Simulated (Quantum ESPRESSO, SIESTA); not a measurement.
A SIESTA input for a self-consistent single point of ZrO2 (P4_2/nmc, 6 atoms in the cell) (DFT, GGA PBEsol, numerical atomic orbitals DZP, PseudoDojo PBEsol standard norm-conserving potentials (rewritten from UPF to PSML)):

```
# files in the folder: Zr.psml O.psml (PseudoDojo PBEsol standard)
SystemName  ZrO2
SystemLabel ZrO2

NumberOfAtoms                6
NumberOfSpecies              2
%block ChemicalSpeciesLabel
  1 40 Zr
  2 8 O
%endblock ChemicalSpeciesLabel
LatticeConstant              1.0 Ang
%block LatticeVectors
     3.563448000    0.000000000    0.000000000
     0.000000000    3.563448000    0.000000000
     0.000000000    0.000000000    5.171863000
%endblock LatticeVectors
AtomicCoordinatesFormat      Ang
%block AtomicCoordinatesAndAtomicSpecies
     0.000000000    0.000000000    0.000000000  1
     1.781724000    1.781724000    2.585931500  1
     0.000000000    1.781724000    1.560713098  2
     0.000000000    1.781724000    4.146644598  2
     1.781724000    0.000000000    1.025218402  2
     1.781724000    0.000000000    3.611149902  2
%endblock AtomicCoordinatesAndAtomicSpecies

XC.functional                GGA
XC.authors                   PBEsol
PAO.BasisSize                DZP
PAO.EnergyShift              0.01 Ry
MeshCutoff                   400 Ry
%block kgrid.MonkhorstPack
    9   0   0  0.0
    0   9   0  0.0
    0   0   7  0.0
%endblock kgrid.MonkhorstPack
OccupationFunction           FD
ElectronicTemperature        10 K

MaxSCFIterations             150
SCF.Mixer.Method             Pulay
SCF.Mixer.Weight             0.25
SCF.Mixer.History            6
SCF.DM.Tolerance             1.0E-05
Diag.ParallelOverK           true
WriteForces                  true
```

Question: Write the same calculation as an input for Quantum ESPRESSO.

Answer: One input that does it (others would too):

```fortran
&control
    calculation = 'scf'
    prefix = 'run'
    outdir = './work'
    pseudo_dir = './'
    tprnfor = .true.
    tstress = .true.
/
&system
    ibrav = 6
    celldm(1) = 6.73394078
    celldm(3) = 1.4513648017
    nat = 6
    ntyp = 2
    ecutwfc = 40
    ecutrho = 320
    occupations = 'fixed'
    nbnd = 32
/
&electrons
    conv_thr = 1.0e-11
/
ATOMIC_SPECIES
Zr    91.2240  zr_pbesol_v1.uspp.F.UPF
O     15.9990  o_pbesol_v1.2.uspp.F.UPF
ATOMIC_POSITIONS angstrom
Zr    0.00000000    0.00000000    0.00000000
Zr    1.78172400    1.78172400    2.58593150
O     0.00000000    1.78172400    1.56071310
O     0.00000000    1.78172400    4.14664460
O     1.78172400    0.00000000    1.02521840
O     1.78172400    0.00000000    3.61114990
K_POINTS automatic
9 9 7  0 0 0
```

Basis, cutoffs, solver keys and any potentials are the target program's own. This input uses DFT, PBEsol, plane waves, GBRV 1.5 ultrasoft (PBESOL) pseudopotentials.

The starting cell comes from a database of computed structures (which also holds hypothetical and non-ambient phases and stackings), without a prior relaxation at this level. Its lattice was rescaled by a random factor within 2.5 % of one.
